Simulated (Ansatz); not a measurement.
# Ru under a change: uniaxial strain ε_xx = +2.50 %

The reference is Ru in the hcp (Mg type) structure (space group P6_3/mmc, No. 194; a = 2.691 Å, c = 4.249 Å; relaxed with 0.1 eV smearing). Axes: x lies along a and z along c of the hexagonal cell.

The change: the cell is stretched by 2.50 % along x with no lateral relaxation; the atoms relax in the strained cell.

Level of theory: DFT with PBEsol, PAW potentials and a 420 eV plane-wave cutoff in Ansatz (a program for electronic structure), no spin-orbit coupling. Γ-centred 25×25×14 mesh, Fermi–Dirac width 0.1 eV.

| quantity | base | changed | shift |
|---|---|---|---|
| volume per atom | 13.33 Å³ | 13.66 Å³ | +0.33 Å³ |
| space group | P6_3/mmc (No. 194) | Cmcm (No. 63) | – |
| energy relative to the base (free energy F) | 0 meV/atom | +15 meV/atom | +15 meV/atom |
| pressure (mean of the normal stresses, compression positive) | 0.0 GPa | -7.7 GPa | -7.7 GPa |
| band gap | zero | zero | – |
| stress (xx, yy, zz, yz, xz, xy; compression positive) | – | (-13.9, -4.7, -4.5, 0.0, 0.0, 0.0) GPa | – |

Final structure:

```yaml
crystal:
  lattice:
    - [2.75868, 0.00000, 0.00000]
    - [-1.37934, 2.33081, 0.00000]
    - [0.00000, 0.00000, 4.24891]
  atoms:
    - { symbol: Ru, position: [0.66760, 0.33521, 0.75000] }
    - { symbol: Ru, position: [0.33240, 0.66479, 0.25000] }
```

Cost of the whole job for the changed cell (relaxation, final SCF and bands): around 2.0 core-minutes (rough).

Stability against distortions was not tested. All final runs are without spin polarisation.
